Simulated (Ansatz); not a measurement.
A thermal frame of GaP(110) slab, cut from zinc-blende GaP, cell Ga24P24, with vacuum along z, from MD with PBE at 1330 K. DFT level: PBE (plane waves, PAW; Ansatz, an electronic-structure program).

| Property | Result |
|---|---|
| plane-wave cutoff | 420 eV |
| k-points | 2x2x1 mesh shifted by half a step in the plane |
| Fermi-Dirac width | 0.115 eV |
| spin | not polarised; no spin-orbit coupling |

A check of the k-sampling: on the last frame of the same run a denser mesh moved the PBE forces by 0.025 eV/Å rms and the free energy by 13 meV/atom.

```
CELL_PARAMETERS angstrom
      7.84025     0.00000     0.00000
      0.00000    11.08778     0.00000
      0.00000     0.00000    21.80031
ATOMIC_POSITIONS crystal
  P  0.04757 0.14771 0.36157
  P  0.27545 0.34807 0.25294
  P  0.76744 0.38317 0.25032
  P  0.53097 0.14483 0.36373
  P  0.50598 0.11805 0.55581
  P  0.77847 0.37906 0.44619
  P  0.29939 0.38288 0.43203
  P  0.02702 0.11799 0.55149
  P  0.04268 0.11448 0.74415
  P  0.29996 0.39125 0.62038
  P  0.78243 0.37340 0.62458
  P  0.50869 0.10331 0.74159
  Ga 0.02271 0.44842 0.27917
  Ga 0.76669 0.26052 0.33001
  Ga 0.28364 0.24840 0.35151
  Ga 0.53579 0.51749 0.30012
  Ga 0.54951 0.50374 0.44861
  Ga 0.25841 0.22835 0.52999
  Ga 0.77167 0.26150 0.53900
  Ga 0.04881 0.51336 0.44763
  Ga 0.02672 0.48088 0.63417
  Ga 0.76096 0.20874 0.70189
  Ga 0.28001 0.22397 0.69115
  Ga 0.55068 0.51963 0.62346
  P  0.03612 0.65388 0.34737
  P  0.30598 0.88887 0.24643
  P  0.77851 0.85160 0.25609
  P  0.51813 0.65574 0.37072
  P  0.53886 0.64040 0.53322
  P  0.78459 0.89875 0.43544
  P  0.30206 0.90762 0.44794
  P  0.04504 0.63100 0.54656
  P  0.00284 0.56082 0.73616
  P  0.24524 0.86660 0.64494
  P  0.78366 0.86304 0.62930
  P  0.53671 0.59704 0.72362
  Ga 0.01121 0.98037 0.29837
  Ga 0.77948 0.75523 0.35324
  Ga 0.27236 0.80159 0.34688
  Ga 0.54411 0.95384 0.29611
  Ga 0.56427 0.04987 0.45598
  Ga 0.30550 0.76627 0.54138
  Ga 0.80254 0.75324 0.52608
  Ga 0.03469 0.00634 0.45272
  Ga 0.01080 0.00646 0.64562
  Ga 0.77952 0.70048 0.69288
  Ga 0.27899 0.67947 0.71678
  Ga 0.50177 0.98038 0.64754
```

Forces from the machine-learned potential CHGNet 0.3.0 on some atoms (eV/Å):

| atom | Fx Fy Fz |
|---|---|
| Ga16 | -0.188 -2.433 -2.159 |
| Ga18 | 1.123 1.903 -0.130 |
| Ga23 | 0.063 -0.030 0.636 |
| P30 | -0.008 -0.268 0.918 |
| Ga44 | 0.378 0.633 0.088 |
| Ga47 | -1.800 0.650 -0.473 |

Give the DFT forces on the same atoms (eV/Å).


| atom | Fx Fy Fz |
|---|---|
| Ga16 | -0.402 -2.765 -2.129 |
| Ga18 | 1.371 2.161 0.032 |
| Ga23 | 0.109 -0.293 0.923 |
| P30 | -0.127 -0.553 1.417 |
| Ga44 | 0.370 0.501 0.193 |
| Ga47 | -2.056 0.510 -0.879 |
